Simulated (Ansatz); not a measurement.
Start from CsPbCl₃ in the cubic perovskite structure (space group Pm-3m, No. 221; a = 5.6188 Å). Axes: x, y, z lie along the cube axes.

Calculations: PBEsol (Ansatz, a program for electronic structure; PAW; 420 eV plane waves; no SOC).

For the base:

```
Item        Value
--------  -------
Band gap  1.83 eV
```

The change: tensile biaxial strain of 3.00 % in the plane normal to [001], as in epitaxy on a mismatched substrate; the out-of-plane cell vector and the atoms relax.

Question: Predict the new out-of-plane strain.

Answer: The out-of-plane strain is -0.77 %.

Question: What does the calculation give for the band gap after the change?

Answer: The band gap increases by 0.11 eV to 1.94 eV.

Question: Estimate the effect on the in-plane stress.

Answer: The mean in-plane stress (compression positive) is -1.6 GPa.

Spin-orbit coupling, missing from the scalar runs, can matter with Pb. Whether these cells are dynamically stable was not tested. Many cubic perovskites are stable only at high temperature; tilts and polar distortions were not tested. This is not the structure that CsPbCl3 has at room temperature and ambient pressure.
